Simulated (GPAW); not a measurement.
**Equation of state of hcp Be (space group 194): energy against volume (GPAW, PBE)**

```xyz
2
Lattice="2.2493 0.0000 0.0000 -1.1246 1.9479 0.0000 0.0000 0.0000 3.5163" Properties=species:S:1:pos:R:3 pbc="T T T"
Be     1.1246     0.6493     2.6373
Be     0.0000     1.2986     0.8791
```

Method: PBE, GPAW PAW datasets PBE (gpaw-data 1.0.1) (plane waves; GPAW 25.7.0). Settings: mode = pw; ecut = 780 eV; xc = PBE; kpts = 29 29 16; mesh shift (steps) = 0 0 0; occupations.name = fermi-dirac; occupations.width = 0.05 eV; nbands = -6; convergence.density = 1e-05 e/electron; symmetry.symmorphic = false; symmetry.tolerance = 0.0005; maxiter = 120. The cell above is the first row's. The rows scale it uniformly. In all rows fractional positions and the k mesh are held. E is the free energy at the stated smearing, counted from the lowest row.

```csv
V (Å^3/atom),E (meV/atom)
7.7034,4.91
7.8708,1.00
8.0383,0.00
8.2057,1.67
8.3732,5.77
8.5407,12.09
8.7081,20.45
8.8756,30.66
9.0431,?
```

Fit E against V with the third-order Birch-Murnaghan form, a cubic in V^(-2/3), and predict the withheld value at V = 9.0431.

With u = V^(-2/3) - 0.244, the rows have u = 0.012377, 0.008728, 0.005205, 0.001804, -0.001485, -0.004666, -0.007743, -0.010725. Least squares gives E = 3.613 - 1282.76·u + 113954·u² - 148731·u³. Residuals (row less fit): -0.001, 0.001, -0.003, 0.001, 0.000, -0.004, 0.004, -0.002; standard error 0.003 (degrees of freedom: 4). Its minimum lies at u = 0.005692, so V0 = (0.249692)^(-3/2) = 8.015. There d²E/du² = 222800 and d³E/du³ = -892400, so B0 = (4/9) × 8.015^(-7/3) × 222800 × 0.160218 = 123 GPa (the last factor turns the table's units into GPa), and B0' = 4 + (2/3) × 0.249692 × (-892400)/222800 = 3.3. The program's pressures in the fitted runs (not shown) pass through zero at V = 8.01, 0.01 % from this V0. At the withheld row, u = -0.013615, so E = 3.613 - 1282.76 × (-0.013615) + 113954 × (-0.013615)² - 148731 × (-0.013615)³ = 42.577 meV/atom. The calculation gives 42.58 meV/atom, which the fit meets to the printed digits. The row lies outside the fitted rows, so this is an extrapolation. From the scatter of the fitted rows alone, a prediction at this place has a standard error of 0.008 meV/atom, so the miss is 0.4 times that.

Carrying the step between the two nearest rows on in a straight line would have given 40.87, off by 1.71; series whose last step already gives the withheld value aren't shown. The scan was laid around a cell of about the measured size, scaled by a guess for this functional; axis ratios and inner coordinates come from that cell. The runs keep the symmetry of the cell, so they don't test it for distortions. The shape of the cell and the inner coordinates aren't relaxed, so V0 and B0 belong to this uniform scaling; a relaxed crystal lies no higher in energy and is usually softer. Cutoffs and mesh are single choices, not tested for convergence of this quantity. Series with a scatter that would blur these digits, or in which a gap closes, are not shown. Nor are scans whose minimum lies at an end fitted in this form.
